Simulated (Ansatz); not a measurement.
System: InAs (model structure, started from the BN type, Pm-3n, No. 223, 12 atoms in the cell). Method: r²SCAN in Ansatz (PAW).

Settings: plane-wave cutoff 560 eV, 6×6×6 k mesh, Fermi–Dirac smearing 0.01 eV, scalar-relativistic PAW data made under PBE.

Cell (relaxed at this level):

```
CELL_PARAMETERS angstrom
      7.52457     0.00000     0.00000
      0.00000     7.52457     0.00000
      0.00000     0.00000     7.52457
ATOMIC_POSITIONS crystal
  In 0.25000 0.00000 0.50000
  In 0.50000 0.25000 0.00000
  In 0.50000 0.75000 0.00000
  In 0.75000 0.00000 0.50000
  In 0.00000 0.50000 0.75000
  In 0.00000 0.50000 0.25000
  As 0.25000 0.50000 0.00000
  As 0.00000 0.25000 0.50000
  As 0.00000 0.75000 0.50000
  As 0.75000 0.50000 0.00000
  As 0.50000 0.00000 0.75000
  As 0.50000 0.00000 0.25000
```

**Question.** Give the computed band gap.

**Answer.** 
- band gap = 0.12 eV

Note: the relaxation could raise the start's symmetry but not lower it, so the cell can be a saddle point.

Spin–orbit coupling is not included.

Computed values are for the static lattice.

Cost on a shared machine: very roughly 80 core-seconds.

A model structure was made by putting elements into a prototype or built by hand; it is no filed structure, need not be a known phase, and can be a saddle point held by its symmetry.

Ansatz is a program for electronic structure.
